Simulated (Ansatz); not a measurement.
A self-consistent single point of MgAl2Ge2 (P3m1, 5 atoms in the cell) with Ansatz (a first-principles code)

Computed with PBEsol, default PAW files made with PBE (plane waves; Ansatz).

Input as run:

Ansatz 0.2 input:
```yaml
crystal:
  lattice:
    - [4.105841, 0.000000, 0.000000]
    - [-2.052920, 3.555762, 0.000000]
    - [0.000000, 0.000000, 6.774382]
  atoms:
    - { symbol: Mg, position: [0.000000, 0.000000, 0.007381] }
    - { symbol: Al, position: [0.666667, 0.333333, 0.367590] }
    - { symbol: Al, position: [0.333333, 0.666667, 0.632410] }
    - { symbol: Ge, position: [0.666667, 0.333333, 0.756950] }
    - { symbol: Ge, position: [0.333333, 0.666667, 0.243050] }
basis:
  ecutwfc: 30.9 Ry
kpoints:
  mp_grid:
    grid: [9, 9, 5]
hamiltonian:
  xc: pbesol
  pseudopotentials:
    kind: paw
scf:
  occupations:
    method: fermi_dirac
    width: 0.0073 Ry
output:
  forces: true
  eigenvalues: true
  stress: true
```

Output (repeated stretches shortened):

```
WARN the atoms were moved onto the symmetric positions of the space group found under crystal.symmetry.tolerance 1.0e-5 (fractional …
WARN ansatz: RAYON_NUM_THREADS=1 ignored (pool sized by the plan → 1); use --threads N
Pseudopotentials: kind: paw
Pseudopotential: Mg, paw, valence charge 10
Pseudopotential: Al, paw, valence charge 3
Pseudopotential: Ge, paw, valence charge 14
Crystal: 5 atoms, lattice volume = 98.902 Å³
Basis set: ecut = 420.4159175005146 eV, 1943 PW (Γ), exchange–correlation on 60×60×96 points (8 copies of the dense FFT grid, shifted against one another)
Bands: 27, of which v1, the nominal top of the filled ones, is band 22 counted from 1 (21 counted from 0)
Symmetry: 6 space group operations
Space group: P3m1 (ITA 156), of the structure as read, at distance tolerance 4.6e-5 Å
k-points: 50 of 405 (time reversal used)
PAW frozen core: Mg, regenerated for the run's functional, and the local potential with it
PAW frozen core: Al, regenerated for the run's functional, and the local potential with it
PAW frozen core: Ge, regenerated for the run's functional, and the local potential with it
Initial density: superposition of atomic densities (neutral atoms: chi_scale 0, normalization atom), corrected by the library's trained network
Initial wavefunctions: pseudopotential atomic-orbital guess
Eigensolver: davidson
Functional: x = pbesol(κ = 0.804, μ = 0.12345679012345678), c = pbesol(β = 0.046)
SCF iter   1: F=—  HF=-11468.643801 eV  |F-HF|=—  |Δ(HF+E_count)|=         —  Δρ=2.82e-3  dr2=9.11e-3  ethr=1.77e-3  ⟨swp⟩=6.2  Hψ=5906  notcnv=0
all-band conjugate gradients solve this SCF's bands
preconditioner: auto → Kerker (q_TF=auto, 2.384 Å⁻¹)
SCF iter   2: F=—  HF=-11468.641267 eV  |F-HF|=—  |Δ(HF+E_count)|=   2.53e-3  Δρ=1.74e-3  dr2=3.95e-3  ethr=2.07e-5  ⟨swp⟩=2.2  Hψ=2376  notcnv=0
SCF iter   3: F=—  HF=-11468.640658 eV  |F-HF|=—  |Δ(HF+E_count)|=   6.09e-4  Δρ=4.73e-4  dr2=3.59e-4  ethr=8.97e-6  ⟨swp⟩=2.4  Hψ=2274  notcnv=0
SCF iter   4: F=—  HF=-11468.640569 eV  |F-HF|=—  |Δ(HF+E_count)|=   8.92e-5  Δρ=2.17e-4  dr2=4.93e-5  ethr=8.15e-7  ⟨swp⟩=2.0  Hψ=2250  notcnv=0
SCF iter   5: F=—  HF=-11468.640556 eV  |F-HF|=—  |Δ(HF+E_count)|=   1.27e-5  Δρ=6.54e-5  dr2=7.34e-6  ethr=1.12e-7  ⟨swp⟩=2.4  Hψ=2519  notcnv=0
SCF iter   6: F=—  HF=-11468.640556 eV  |F-HF|=—  |Δ(HF+E_count)|=   5.01e-7  Δρ=3.43e-5  dr2=1.79e-6  ethr=1.67e-8  ⟨swp⟩=2.0  Hψ=2391  notcnv=0
SCF iter   7: F=—  HF=-11468.640556 eV  |F-HF|=—  |Δ(HF+E_count)|=   2.16e-7  Δρ=1.14e-5  dr2=4.13e-7  ethr=4.07e-9  ⟨swp⟩=2.0  Hψ=2425  notcnv=0
SCF iter   8: F=—  HF=-11468.640556 eV  |F-HF|=—  |Δ(HF+E_count)|=   4.49e-8  Δρ=8.47e-6  dr2=1.07e-7  ethr=2.27e-10  ⟨swp⟩=4.2  Hψ=4758  notcnv=0
SCF iter   9: F=-11468.640555 eV  HF=-11468.640556 eV  |F-HF|=9.12e-9  |Δ(HF+E_count)|=   4.26e-8  Δρ=2.59e-6  dr2=1.44e-8  ethr=2.27e-10  ⟨swp⟩=4.1  Hψ=4747  notcnv=0
SCF 1 converged in 9 iterations: F = -11468.640555 eV  dr2 = 1.44e-8
SCF converged after 9 iterations
Free energy (F): -11468.640555 eV
Harris-Foulkes:  -11468.640556 eV  (|F-HF|=9.12e-9)
Internal energy: -11468.610039 eV  (E = F + TS)
E sigma→0 (E₀):  -11468.625297 eV
Entropy (-TS):   -0.030516 eV (-6.103 meV/atom)
Fermi energy:    7.887699 eV
--- Per-component energies (eV) ---
  E_band       = -624.771268
  E_kinetic    = 345.704842
  E_local      = -6906.635326  (includes V_loc(G=0)·N_el)
  E_nonlocal   = 956.671880
  E_hartree    = 2933.296150
  E_xc         = -257.990421
  E_vxc        = -225.765254  (∫ρ·V_xc dr)
  E_paw        = -5148.973247  (= ΣΔE_a)
  E_vpaw       = -661.345813  (= ΣTr[D̂ρ^β])
  E_aug_tail   = 0.000537  (compensation charges beyond the density's cutoff)
  E_ewald      = -3392.617467
  E_core_change = 1.933013  (= ΣΔE_core)
  E_smearing   = -0.030516  (= −TS)
  E_closure    = -0.000000  (closes the sum)
  Σ components = -11468.640555   (vs F -11468.640555, Δ=0.00e0)
--- Forces (eV/Å), atoms counted from 1 ---
  atom   1  Mg    -0.00000000     0.00000000    -0.15235382
  atom   2  Al     0.00000000     0.00000000     0.08646176
  atom   3  Al    -0.00000000    -0.00000000     0.04136657
  atom   4  Ge     0.00000000     0.00000000     0.20341119
  atom   5  Ge    -0.00000000    -0.00000000    -0.17888938
  max |Σ_I F_I| component: 3.67e-6 eV/Å
--- Stress (GPa, compression-positive) ---
       -0.317727      -0.000000      -0.000000
        0.000000      -0.317727       0.000000
       -0.000000       0.000000      -0.455730
  P = ⅓ Tr σ = -0.3637 GPa (-3.637 kbar)
  The stress holds the Pulay correction. Without it, at fixed plane waves, as pw.x and ABINIT print it: P = -0.3905 GPa
--- Band table (eV; the first three rows and the last of 50) ---
  k-point 0: bands = ["-68.4526", "-35.3978", "-35.3910", "-35.3910", "-16.2715", "-16.2715", "-16.2702", "-16.2462", "-16.2462", "-16.2141", "-16.2119", "-16.2119", "-16.1873", "-16.1873", "-3.6279", "-1.6167", "1.6256", "6.6642", "6.6642", [...]
  k-point 1: bands = ["-68.4526", "-35.3978", "-35.3910", "-35.3910", "-16.2715", "-16.2715", "-16.2701", "-16.2462", "-16.2462", "-16.2141", "-16.2119", "-16.2119", "-16.1873", "-16.1873", "-3.5363", "-1.9021", "2.1538", "6.7284", "6.7284", [...]
  k-point 2: bands = ["-68.4526", "-35.3978", "-35.3910", "-35.3910", "-16.2715", "-16.2715", "-16.2701", "-16.2462", "-16.2462", "-16.2141", "-16.2119", "-16.2119", "-16.1873", "-16.1873", "-3.3219", "-2.3638", "3.3446", "5.2149", "6.8614", [...]
  k-point 49: bands = ["-68.4525", "-35.3977", "-35.3918", "-35.3918", "-16.2721", "-16.2709", "-16.2667", "-16.2451", "-16.2448", "-16.2127", "-16.2117", "-16.2105", "-16.1859", "-16.1856", "-1.0761", "-0.9886", "1.9766", "2.0512", "3.1462", [...]
```

The run converged in 9 iterations.

The starting cell comes from a database of computed structures (which also holds hypothetical and non-ambient phases and stackings), without a prior relaxation at this level. Its lattice was rescaled by up to half a per cent. One atom was moved a little off its site on purpose. Ansatz's pressure includes its estimate of the finite-basis (Pulay) stress.
